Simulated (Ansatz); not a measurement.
# SiO2: element substitutions

The parent structure is SiO2 (space group P4_12_12, No. 92).

Space group P4₁2₁2 (No. 92); a = b = 5.0289 Å, c = 7.0108 Å, α = β = γ = 90.00°

```tsv
atom	site	symmetry	x	y	z
Si	4a	..2	0.2980	0.2980	0.0000
O	8b	1	0.2396	0.1018	0.1783
```

Each row replaces one element on all its sites; cell and atoms are relaxed.

Level of theory: PBEsol in Ansatz (plane waves to 420 eV, PAW, scalar-relativistic without spin-orbit coupling), earlier PAW set.

| variant | band gap | volume per atom |
|---|---|---|
| base | 5.57 eV | 14.78 Å³ |
| O → S | [?] | [?] |
| Si → Te | 2.88 eV | 14.57 Å³ |
| Si → Cr | [?] | [?] |

Question: What belongs in the blanks?

Answer: 
- O → S, band gap: 2.10 eV
- O → S, volume per atom: 21.48 Å³
- Si → Cr, band gap: zero
- Si → Cr, volume per atom: 17.39 Å³

Spin-orbit coupling, missing from the scalar runs, can matter with Te. Whether these cells are dynamically stable was not tested. As relaxed here, SiS2 and CrO2 are hypothetical phases, not in the database extracts checked. No Hubbard U is applied and the magnetic state is the run's own (CrO2 ferromagnetic); small cells can't hold the antiferromagnetic order that many such compounds have, so gaps and moments can be off.

Ansatz is an electronic-structure program.
